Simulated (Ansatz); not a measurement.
For Na (Im-3m), PBEsol, DFPT electron-phonon coupling, linearised Boltzmann equation run with Ansatz (a quantum-chemistry and plane-wave program) gives a transport coupling λ_tr = 0.111 and a Drude plasma energy ħω_p = 6.05 eV.

### Question
Estimate the resistivity at 273 K from the high-temperature formula ρ = 2π λ_tr k_B T / (ħ ε₀ ω_p²), and say how the full Boltzmann solution compares.

### Answer
The scattering rate is 1/τ = 2π λ_tr k_B T/ħ = 2.49e13 s⁻¹ and ω_p = 9.19e15 s⁻¹, so ρ ≈ 3.33 μΩ·cm. The Boltzmann solution gives 3.25 μΩ·cm, 0.98 times the estimate.

A metal at this level (no band gap). Only scattering by harmonic phonons is included (no impurities, grain boundaries, electron-electron scattering or thermal expansion). Spin-orbit coupling is left out. Halving the electron mesh (28x28x28) moves the resistivity by up to 5 % at 273 K, the coupling by up to 5 %. Smearing 0.20 eV; phonons on a 5x5x5 q mesh, which this run doesn't test.
